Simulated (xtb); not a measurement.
xtb 6.7.1, GFN2-xTB: Zr(OH)(OMe)(OSiH3)2 (C[O][Zr]([OH])([O][SiH3])[O][SiH3]), 18 atoms. The geometry is a generated start, not checked to be a minimum at this level.

method: GFN2-xTB
--acc: 1 (default)
--etemp (K): 300 (default)
detailed input (--input): none: ANC optimiser, Lindh (1995) Hessian, microcycle=20, maxdispl=1.0, hlow=0.01 (default)
basis functions: 60
valence electrons: 50

```xyz
18

Zr     0.4634    -0.2050     0.5832
O      0.1922     0.9690     2.0340
H      0.3725     1.9135     1.9356
O     -1.2229    -0.4217    -0.2278
C     -2.2298     0.4895     0.1446
H     -1.9346     1.5258    -0.1110
H     -3.1503     0.2452    -0.4049
H     -2.4384     0.4157     1.2289
O      1.2161    -1.8578     1.2459
Si     0.8973    -3.0722     0.2535
H     -0.4633    -3.6204     0.5092
H      1.9006    -4.1274     0.4658
H      0.9725    -2.5495    -1.1758
O      1.6192     0.7227    -0.6412
Si     1.0760     2.0694    -1.3099
H     -0.0281     1.7780    -2.2630
H      2.1976     2.7085    -2.0077
H      0.5599     3.0167    -0.2594
```

Charge 0 and multiplicity 1 are set for this test and not shown to be the ground state.

The structure is relaxed from this start with --opt LEVEL for the levels crude, sloppy, loose, lax, normal, tight, vtight, extreme, once each. Up to the end of the extreme run atoms move by at most 1.9 Å along an axis.

Task: What is the loosest level that ends within 5 meV of the extreme run, and how many cycles does it take?

Result: tight: 123 cycles against 249, ending 0.57 meV above.

| level | cycles | energy above the extreme run (meV) | gradient norm (eV/Å) |
|---|---|---|---|
| crude | 1 | 130 | 0.14 |
| sloppy | 1 | 130 | 0.14 |
| loose | 1 | 130 | 0.14 |
| lax | 4 | 130 | 0.082 |
| normal | 15 | 120 | 0.033 |
| tight | 123 | 0.57 | 0.012 |
| vtight | 152 | 0.25 | 0.0016 |
| extreme | 249 | — | 0.00083 |
